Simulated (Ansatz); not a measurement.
Here is the system:

End structure of a constructed model of the (100) surface of fcc Ag, a layer of Pt in place of the second plane (bottom of the slab: a bare face, its two planes held):

```
CELL_PARAMETERS angstrom
      2.93338     0.00000     0.00000
      0.00000     2.93338     0.00000
      0.00000     0.00000    26.50000
ATOMIC_POSITIONS crystal
  Ag 0.50000 0.50000 0.30636
  Ag 0.00000 0.00000 0.38463
  Ag 0.50000 0.50000 0.46302
  Ag 0.00000 0.00000 0.54097
  Pt 0.50000 0.50000 0.61496
  Ag 0.00000 0.00000 0.68770
```

Set-up: 6 atoms, 10.3 Å thick at the start (thin: gaps and levels are the slab's own); mesh 13x13x1; 0.1 eV smearing; dipole correction on; 2 atoms held, the rest relaxed; symmetry of the start imposed; no spin, no spin-orbit, no U. It is one candidate, not shown to be the stable structure of the face.

Question: Estimate the work function of the top face that PBE (Ansatz, a program for electronic structure) returns for this input.

Answer: 4.39 eV
